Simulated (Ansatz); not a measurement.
Take CuAu3 in the Cu3Au type structure (space group Pm-3m, No. 221; a = 3.9743 Å; relaxed with 0.1 eV smearing) as the base. Axes: x, y, z lie along the cube axes.

One thing is altered: biaxial strain −4.20 %, plane normal [111], relaxed out of plane (Cartesian); in-plane vectors clamped, the third vector and the atoms free.

Levels (all Ansatz, an electronic-structure program, PAW): PBEsol (420 eV, no SOC); PBEsol+SOC (420 eV, with spin-orbit coupling).

The geometry is relaxed with PBEsol.

| Property | Value |
|---|---|
| PBEsol pressure | 9.1 GPa |

With PBEsol+SOC at the same geometry, the pressure drops by 1.33 GPa to 7.7 GPa.

Single points use the geometry relaxed with PBEsol. Differences between runs with and without spin-orbit coupling are approximate. Stability against distortions was not tested. The runs without spin-orbit coupling are not spin-polarised.
